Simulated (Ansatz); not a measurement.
Start from HfSi₂ (space group Cmcm, No. 63; a = 3.650 Å, b = 14.350 Å, c = 3.635 Å). Axes: x, y, z lie along a, b, c of the conventional cell.

Calculations: PBEsol (Ansatz, an electronic-structure program, PAW, no SOC).

Base values:

| Property | Value |
|---|---|
| Volume per atom | 15.87 Å³ |
| Pressure | 0.0 GPa |

Perturbation: biaxial strain +2.12 %, plane normal [001], relaxed out of plane (Cartesian); in-plane vectors clamped, the third vector and the atoms free.

Q: Estimate the effect on the energy relative to the base.

A: The energy increases by 11 meV/atom.

Q: What does the calculation give for the volume per atom after the change?

A: The volume per atom rises by 0.46 Å³ (15.87 Å³ → 16.33 Å³).

Q: Estimate the effect on the pressure.

A: The pressure (mean of the normal stresses, compression positive) goes from zero to -3.3 GPa.

Without a gap, meshes like the base's 13×13×13 leave anisotropic stresses uncertain by several tenths of a GPa, and small strain energies with them. Whether these cells are dynamically stable was not tested. All final runs are without spin polarisation.
